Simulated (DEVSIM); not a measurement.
Device: TaN/HfO2/SiO2/p-Si capacitor, at 300 K.

Layer 1 from the left is HfO2, thickness (nm) 3.00. Layer 2 from the left is SiO2, thickness (nm) 1.30. Layer 3 from the left is Si, thickness (nm) 750, Na (cm⁻³) 5.8e17.

Metal gate on the left, work function 4.4 eV. Fixed charge at the semiconductor interface 0 cm⁻² (in units of +e); no interface traps.

Constants are typed, rounded textbook-type inputs, not results; the design itself was drawn at random and stands for no fabricated device. Values at 300 K.

HfO2: gap (eV) 5.7, affinity (eV) 2.5, permittivity 22. SiO2: gap (eV) 9, affinity (eV) 0.9, permittivity 3.9. Si: gap (eV) 1.124, affinity (eV) 4.05, permittivity 11.7, Nc (cm⁻³) 2.86e19, Nv (cm⁻³) 3.1e19.

**Question.** Estimate by hand the flat-band voltage, the threshold voltage, and compare with a numerical solution.

**Answer.** 
- Flat-band voltage: C = 1.89 μF/cm², work-function difference -0.671 V; VFB = φms − qNf/C = -0.67 V; numerical -0.67 V.
- Threshold voltage: φF = 0.460 V, depletion charge √(4εqNφF) = 4.21e-7 C/cm²; VT = VFB + 2φF + Qd/C = 0.47 V; numerical 0.47 V.

DEVSIM, 1D Poisson equation in equilibrium, Boltzmann statistics, complete ionisation; no quantum confinement or tunnelling. Metal contacts follow the ideal Schottky-Mott rule: no Fermi-level pinning, no interface dipoles.
